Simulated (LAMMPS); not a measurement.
Simulation of a melt made from HgTe (zinc blende), 4096 atoms, at 660 K and 0 GPa, brought to that temperature within a few picoseconds.

Method: classical MD, pair style sw, file CdTeZnSeHgS0.sw (LAMMPS).

Give g(r) against r (Å) as the simulation yields it.

State found: liquid.
| r (Å) | g(r), Hg-Te | g(r), Hg-Hg | g(r), Te-Te |
|---|---|---|---|
| 2.420 | 0.000 | 0.000 | 0.000 |
| 2.460 | 0.001 | 0.000 | 0.000 |
| 2.500 | 0.005 | 0.000 | 0.000 |
| 2.540 | 0.022 | 0.000 | 0.000 |
| 2.580 | 0.081 | 0.000 | 0.000 |
| 2.620 | 0.223 | 0.000 | 0.000 |
| 2.660 | 0.522 | 0.000 | 0.000 |
| 2.700 | 1.11 | 0.000 | 0.000 |
| 2.740 | 1.79 | 0.000 | 0.000 |
| 2.780 | 2.79 | 0.001 | 0.000 |
| 2.820 | 3.71 | 0.001 | 0.000 |
| 2.860 | 4.46 | 0.010 | 0.000 |
| 2.900 | 4.89 | 0.036 | 0.000 |
| 2.940 | 4.90 | 0.087 | 0.003 |
| 2.980 | 4.80 | 0.159 | 0.008 |
| 3.020 | 4.45 | 0.260 | 0.039 |
| 3.060 | 3.80 | 0.388 | 0.097 |
| 3.100 | 3.28 | 0.550 | 0.191 |
| 3.140 | 2.74 | 0.755 | 0.401 |
| 3.180 | 2.33 | 0.911 | 0.665 |
| 3.220 | 1.95 | 1.13 | 1.00 |
| 3.260 | 1.65 | 1.24 | 1.28 |
| 3.300 | 1.38 | 1.37 | 1.52 |
| 3.340 | 1.19 | 1.39 | 1.73 |
| 3.380 | 1.03 | 1.47 | 1.89 |
| 3.420 | 0.904 | 1.48 | 1.81 |
| 3.460 | 0.807 | 1.42 | 1.84 |
| 3.500 | 0.701 | 1.39 | 1.77 |
| 3.540 | 0.635 | 1.40 | 1.65 |
| 3.580 | 0.563 | 1.28 | 1.61 |
| 3.620 | 0.527 | 1.26 | 1.48 |
| 3.660 | 0.469 | 1.20 | 1.36 |
| 3.700 | 0.465 | 1.21 | 1.31 |
| 3.740 | 0.455 | 1.17 | 1.25 |
| 3.780 | 0.458 | 1.23 | 1.22 |
| 3.820 | 0.479 | 1.26 | 1.13 |
| 3.860 | 0.489 | 1.27 | 1.11 |
| 3.900 | 0.518 | 1.25 | 1.07 |
| 3.940 | 0.521 | 1.27 | 1.06 |
| 3.980 | 0.550 | 1.29 | 1.06 |
| 4.020 | 0.568 | 1.33 | 1.01 |
| 4.060 | 0.599 | 1.34 | 1.01 |
| 4.100 | 0.624 | 1.35 | 0.945 |
| 4.140 | 0.652 | 1.29 | 0.917 |
| 4.180 | 0.684 | 1.34 | 0.926 |
| 4.220 | 0.722 | 1.39 | 0.926 |
| 4.260 | 0.725 | 1.34 | 0.949 |
| 4.300 | 0.736 | 1.39 | 0.976 |
| 4.340 | 0.750 | 1.43 | 1.04 |
| 4.380 | 0.767 | 1.38 | 1.12 |
| 4.420 | 0.831 | 1.40 | 1.19 |
| 4.460 | 0.813 | 1.39 | 1.23 |
| 4.500 | 0.825 | 1.33 | 1.32 |
| 4.540 | 0.830 | 1.40 | 1.38 |
| 4.580 | 0.872 | 1.34 | 1.40 |
| 4.620 | 0.888 | 1.34 | 1.44 |
| 4.660 | 0.866 | 1.32 | 1.46 |
| 4.700 | 0.890 | 1.28 | 1.51 |
| 4.740 | 0.859 | 1.22 | 1.51 |
| 4.780 | 0.896 | 1.22 | 1.52 |
| 4.820 | 0.889 | 1.16 | 1.51 |
| 4.860 | 0.915 | 1.14 | 1.50 |
| 4.900 | 0.895 | 1.09 | 1.48 |
| 4.940 | 0.911 | 1.08 | 1.41 |
| 4.980 | 0.893 | 1.05 | 1.37 |
| 5.020 | 0.908 | 1.04 | 1.35 |
| 5.060 | 0.908 | 1.00 | 1.28 |
| 5.100 | 0.880 | 0.977 | 1.27 |
| 5.140 | 0.894 | 0.964 | 1.21 |
| 5.180 | 0.905 | 0.911 | 1.20 |
| 5.220 | 0.902 | 0.892 | 1.14 |
| 5.260 | 0.906 | 0.915 | 1.07 |
| 5.300 | 0.915 | 0.875 | 1.07 |
| 5.340 | 0.914 | 0.886 | 1.02 |
| 5.380 | 0.907 | 0.893 | 1.01 |
| 5.420 | 0.908 | 0.856 | 0.947 |
| 5.460 | 0.903 | 0.850 | 0.930 |
| 5.500 | 0.910 | 0.839 | 0.875 |
| 5.540 | 0.906 | 0.870 | 0.871 |
| 5.580 | 0.925 | 0.883 | 0.855 |
| 5.620 | 0.936 | 0.868 | 0.816 |
| 5.660 | 0.921 | 0.879 | 0.806 |
| 5.700 | 0.951 | 0.888 | 0.795 |
| 5.740 | 0.951 | 0.882 | 0.792 |
| 5.780 | 0.947 | 0.892 | 0.779 |
| 5.820 | 0.971 | 0.879 | 0.764 |
| 5.860 | 0.981 | 0.910 | 0.764 |
| 5.900 | 0.989 | 0.910 | 0.766 |
| 5.940 | 1.01 | 0.917 | 0.757 |
| 5.980 | 1.04 | 0.938 | 0.763 |
| 6.020 | 1.05 | 0.915 | 0.765 |
| 6.060 | 1.11 | 0.900 | 0.776 |
| 6.100 | 1.11 | 0.911 | 0.778 |
| 6.140 | 1.10 | 0.874 | 0.796 |
| 6.180 | 1.15 | 0.900 | 0.783 |
| 6.220 | 1.13 | 0.870 | 0.761 |
| 6.260 | 1.16 | 0.867 | 0.806 |
| 6.300 | 1.16 | 0.872 | 0.795 |
| 6.340 | 1.16 | 0.842 | 0.821 |
| 6.380 | 1.17 | 0.863 | 0.803 |
| 6.420 | 1.16 | 0.838 | 0.820 |
| 6.460 | 1.16 | 0.879 | 0.841 |
| 6.500 | 1.15 | 0.856 | 0.840 |

Caution: a run this short can hold a crystal over, or a liquid under, the potential's own melting point, which these runs don't give. Caution: the real compound melts congruently only under the pressure of its own vapour and loses its more volatile element when open.
